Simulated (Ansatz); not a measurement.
## Pressure series in Si

Take Si in the diamond structure (space group Fd-3m, No. 227) as the base.

```cif
data_Si8
_chemical_formula_sum 'Si8'
_space_group_name_H-M_alt 'Fd-3m :1'
_space_group_IT_number 227
_space_group_name_Hall 'F 4d 2 3 -1d'
_cell_length_a 5.44420
_cell_length_b 5.44420
_cell_length_c 5.44420
_cell_angle_alpha 90.000
_cell_angle_beta 90.000
_cell_angle_gamma 90.000
loop_
_atom_site_label
_atom_site_type_symbol
_atom_site_symmetry_multiplicity
_atom_site_Wyckoff_symbol
_atom_site_fract_x
_atom_site_fract_y
_atom_site_fract_z
_atom_site_occupancy
Si1 Si 8 b 0.50000 0.50000 0.50000 1
```
(The calculation used a cell of 2 atoms; values per cell refer to that cell.)

Cell and atoms are relaxed at each pressure.

The values are results of r2SCAN (Ansatz, a quantum-chemistry and plane-wave program), without spin-orbit coupling, not measurements.

Notes on the quantities. hole mass: degenerate bands, along [100]; enthalpy: H = E + PV relative to the base's energy.

```tsv
case	hole mass	enthalpy	lattice parameter a
base	0.17, 0.25, 0.25 mₑ (at Γ)	–	5.444 Å
pressure −2 GPa	0.16, 0.26, 0.26 mₑ (at Γ)	-0.25 eV/atom	5.483 Å
pressure −1 GPa	0.17, 0.25, 0.25 mₑ (at Γ)	-0.13 eV/atom	5.463 Å
pressure 1.8 GPa	0.18, 0.25, 0.25 mₑ (at Γ)	+0.22 eV/atom	5.412 Å
pressure 4.2 GPa	0.19, 0.25, 0.25 mₑ (at Γ)	+0.52 eV/atom	5.372 Å
pressure 9 GPa	0.20, 0.24, 0.24 mₑ (at Γ)	+1.09 eV/atom	5.303 Å
pressure 18 GPa	0.23 mₑ (at Γ)	+2.10 eV/atom	5.197 Å
pressure 30 GPa	0.22, 0.22, 0.25 mₑ (at Γ)	+3.37 eV/atom	5.086 Å
pressure 45 GPa	0.21, 0.21, 0.27 mₑ (at Γ)	+4.86 eV/atom	4.977 Å
pressure 60 GPa	–	+6.27 eV/atom	4.887 Å
```

The levels and masses belong to the bands next to the band gap. Load acts through the strain it causes; cell and atoms are relaxed under it. Effective masses come from finite differences of ±0.01 Å⁻¹. Whether these cells are dynamically stable was not tested. Measured, Si leaves this structure (for the β-tin structure) near 12 GPa (room temperature; as listed in arXiv:1906.07825).
